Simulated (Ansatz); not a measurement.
Response to strain in Zn

Base system: Zn in the hcp (Mg type) structure (space group P6_3/mmc, No. 194; a = 2.6129 Å, c = 4.7815 Å; relaxed with 0.1 eV smearing). Axes: x lies along a and z along c of the hexagonal cell.

Strains are applied to the cell and any free atomic positions relax.

Method: Ansatz (an electronic-structure program), PBEsol, PAW, cutoff 420 eV, no spin-orbit coupling.

Notes on the quantities. energy relative to the base: free energy F.

| uniaxial strain ε_zz (%) | energy relative to the base (meV/atom) |
|---|---|
| 0 | 0.0 |
| 0.5 | 0.1 |
| 1 | 0.4 |
| 1.5 | 0.9 |
| 2 | 1.6 |
| 2.5 | ? |
| 3 | 3.4 |

Problem. Fit ΔE = Aε² + Bε³ (ε in %) to the rows shown and predict the withheld row.

Solution. Least squares on the printed values gives A = 0.431 and B = -0.018 meV/atom (largest residual 0.0 meV/atom); this predicts 2.4 meV/atom, and the run gives 2.4 meV/atom, in agreement.

Whether these cells are dynamically stable was not tested.
